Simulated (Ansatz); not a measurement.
Results of r²SCAN (plane waves, PAW; Ansatz, a program for electronic structure) for TiO2 (Pbca, No. 61).

Settings: plane-wave cutoff 600 eV, 8×4×6 k mesh (along the axes of the cell as run), no spin polarisation, scalar-relativistic PAW data made under PBE.

Computed at the level's own relaxed cell.

Hill averages of the elastic tensor: K = 216.1 GPa, G = 89.9 GPa. Volume 10.721 Å³/atom, mean atomic mass 26.622 u.

Question: Work out the density, the sound velocities of a polycrystal and the elastic Debye temperature at this level.

Answer: ρ = 1.66054 × 26.622/10.721 = 4.123 g/cm³. v_l = √[(K + 4G/3)/ρ] = 9.027 km/s and v_t = √(G/ρ) = 4.670 km/s. The mean follows from 3/v_m³ = 1/v_l³ + 2/v_t³: v_m = 5.228 km/s. Θ_D = (ħ/k_B) v_m (6π²/V)^(1/3) = 76.38 K Å s/km × 5.228 × 1.7677 Å⁻¹ = 706 K, counting all atoms of the cell.

Note: the relaxation could not lower the start's symmetry, so the cell can be a saddle point above a distorted one.
